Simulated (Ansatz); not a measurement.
**SiO$_{2}$ (space group P4_12_12, No. 92)**

```xyz
12
Lattice="5.0298 0.0000 0.0000 0.0000 5.0298 0.0000 0.0000 0.0000 7.0120" Properties=species:S:1:pos:R:3 pbc="T T T"
Si     1.4979     1.4979     0.0000
Si     4.0128     1.0170     5.2590
Si     1.0170     4.0128     1.7530
Si     3.5319     3.5319     3.5060
O      1.2056     0.5098     1.2485
O      3.7205     2.0051     4.0105
O      1.3093     3.0246     0.5045
O      3.8242     4.5200     4.7545
O      4.5200     3.8242     2.2575
O      2.0051     3.7205     3.0015
O      3.0246     1.3093     6.5075
O      0.5098     1.2056     5.7635
```

Level of theory: DFT with PBEsol, PAW potentials and a 420 eV plane-wave cutoff in Ansatz (an electronic-structure program), spin-orbit coupling left out. Settings: 5×5×4 k-points, 0.05 eV Fermi–Dirac smearing.

Volume per atom: 14.78 Å³
Density: 2.25 g/cm³
Band gap: 5.57 eV, direct at Γ
Electron mass: 0.54 mₑ
Hole mass: 1.4 mₑ along c, 1.7 mₑ across
Lowest conduction-band minima above the VBM: Γ 5.57 eV
Total energy: -582.205 eV/atom (σ→0; compares only within this code and set-up)

Masses are band curvatures over ±0.01 Å⁻¹ around the edge. Stability against distortions was not tested.
